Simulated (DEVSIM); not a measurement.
## abrupt CdTe n-p junction

System: abrupt CdTe n-p junction, at 300 K.

```csv
layer (left to right),material,thickness (μm),Nd (cm⁻³),Na (cm⁻³),τn (s),τp (s)
1,CdTe,16.0,1.1e15,-,1.6e-8,1.6e-8
2,CdTe,26.0,-,7.7e15,1.6e-8,1.6e-8
```

Left contact: ohmic. Right contact: ohmic. Voltage is applied to the left contact. Recombination: SRH at mid-gap, Auger. Mobility is μmin + (μ − μmin)/(1 + (N/Nref)^α).

This is a model device: material constants are rounded textbook-type values typed into the input, and sizes, dopings and lifetimes were drawn at random. Values at 300 K.

| parameter | CdTe |
|---|---|
| gap (eV) | 1.5 |
| affinity (eV) | 4.28 |
| permittivity | 10.2 |
| Nc (cm⁻³) | 8e17 |
| Nv (cm⁻³) | 1.8e19 |
| μn (cm²/Vs) | 1000 |
| μp (cm²/Vs) | 80 |
| μn,min | 100 |
| μp,min | 10 |
| Nref,n | 1e17 |
| Nref,p | 1e17 |
| αn | 0.6 |
| αp | 0.6 |
| Cn (cm⁶/s) | 1e-30 |
| Cp (cm⁶/s) | 1e-30 |

DEVSIM, 1D drift-diffusion, Boltzmann statistics, complete ionisation; no tunnelling, impact ionisation, image-force lowering or self-heating.

```json
{
  "potential_step_across_the_device_at_zero_bias": "1.129 V",
  "largest_field_in_the_device_at_zero_bias": "19000 V/cm",
  "Dark forward voltage at 1 A/cm²": "1.092 V"
}
```

Small-signal capacitance in reverse bias (quasi-static):

```tsv
V (V)	C (nF/cm²)
0.04	7.90
0.1	7.69
0.2	7.39
0.3	7.11
0.4	6.87
0.6	6.44
0.8	6.09
1	5.79
1.3	5.41
1.6	5.10
2	4.76
```

Dark reverse current:

```tsv
V (V)	J (A/cm²)
0.04	2.1e-11
0.10	4.3e-11
0.20	7.3e-11
0.30	1.0e-10
0.40	1.3e-10
0.60	1.7e-10
0.80	2.2e-10
1.00	2.6e-10
1.30	3.1e-10
1.60	3.7e-10
2.00	4.3e-10
```
